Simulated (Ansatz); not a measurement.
# Pressure series in MoGe2

Take MoGe₂ (space group I4/mmm, No. 139; a cell from a computed database, its experimental status unchecked) as the base.

```cif
data_Ge4Mo2
_chemical_formula_sum 'Ge4 Mo2'
_space_group_name_H-M_alt 'I4/mmm'
_space_group_IT_number 139
_space_group_name_Hall '-I 4 2'
_cell_length_a 3.31865
_cell_length_b 3.31865
_cell_length_c 8.19230
_cell_angle_alpha 90.000
_cell_angle_beta 90.000
_cell_angle_gamma 90.000
loop_
_atom_site_label
_atom_site_type_symbol
_atom_site_symmetry_multiplicity
_atom_site_Wyckoff_symbol
_atom_site_fract_x
_atom_site_fract_y
_atom_site_fract_z
_atom_site_occupancy
Ge1 Ge 4 e 0.00000 0.00000 0.33834 1
Mo1 Mo 2 a 0.00000 0.00000 0.00000 1
```
(The calculation used a cell of 3 atoms; values per cell refer to that cell.)

Cell and atoms are relaxed at each pressure.

The values are results of DFT with r2SCAN, PAW potentials and a 500 eV plane-wave cutoff in Ansatz (a quantum-chemistry and plane-wave program), spin-orbit coupling left out, earlier PAW set, not measurements.

Notes on the quantities. enthalpy: H = E + PV relative to the base's energy.

```json
[
 {"variant": "base", "lattice parameter a": "3.319 Å", "enthalpy": "–"},
 {"variant": "pressure −2 GPa", "lattice parameter a": "3.332 Å", "enthalpy": "-0.19 eV/atom"},
 {"variant": "pressure −1 GPa", "lattice parameter a": "3.325 Å", "enthalpy": "-0.09 eV/atom"},
 {"variant": "pressure 1.8 GPa", "lattice parameter a": "3.307 Å", "enthalpy": "+0.17 eV/atom"},
 {"variant": "pressure 4.2 GPa", "lattice parameter a": "3.293 Å", "enthalpy": "+0.39 eV/atom"},
 {"variant": "pressure 9 GPa", "lattice parameter a": "3.267 Å", "enthalpy": "+0.82 eV/atom"},
 {"variant": "pressure 18 GPa", "lattice parameter a": "3.224 Å", "enthalpy": "+1.62 eV/atom"},
 {"variant": "pressure 30 GPa", "lattice parameter a": "3.177 Å", "enthalpy": "+2.63 eV/atom"},
 {"variant": "pressure 45 GPa", "lattice parameter a": "3.127 Å", "enthalpy": "+3.84 eV/atom"},
 {"variant": "pressure 60 GPa", "lattice parameter a": "3.086 Å", "enthalpy": "+5.00 eV/atom"}
]
```

Load acts through the strain it causes; cell and atoms are relaxed under it. Whether these cells are dynamically stable was not tested. No other phases were tried under pressure. The final runs are not spin-polarised.
